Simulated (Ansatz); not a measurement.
## Defect calculation: Ni on the Zn site (Ni_Zn) in zinc-blende ZnS

These are PBE, PAW (plane waves to 420 eV; Ansatz, a program for electronic structure) values and carry that method's errors. A supercell of 64 sites (2×2×2 repeats of a cell of 8 atoms) was used; the energies come from a 2×2×2 shifted sampling of its zone. Site at the start: the Zn site. Charged cells carry a point-charge image correction with potential alignment at far atoms. Dielectric constants: PBE linear response of the host. Host gap at this level: 2.01 eV. These values are not converged in cell size to better than tenths of an eV. PBE underestimates the host's gap, which shifts levels and can delocalise carriers. Spin–orbit coupling is left out, and no Hubbard U is applied to the open shells. Each state is the lowest found from its start.

Charges with a result: +1, 0, −1. Others weren't obtained, and one of them could lie lower, also by skipping a charge.

```tsv
charge	moment (μB)	largest move off a lattice site (Å)	image correction with alignment (eV)	above the lowest spin state (eV)
+1	3.0	0.10	0.16	0.00
+1	3.0	0.10	0.16	0.00
0	2.0	0.11	0.00	0.00
0†	not spin-polarised	0.09	0.00	0.51
−1	1.0	0.12	0.17	0.00
```

† A state of higher energy that isn't settled.

Starting moments that weren't kept: charge +1 began with 1 μB and ended with 3.0.

Transition levels above the valence-band maximum: ε(+1/0) = 0.22 eV; ε(0/−1) = 1.42 eV. On the lower envelope of the bound states, inside the gap: (+1/0) at 0.22 eV; (0/−1) at 1.42 eV.
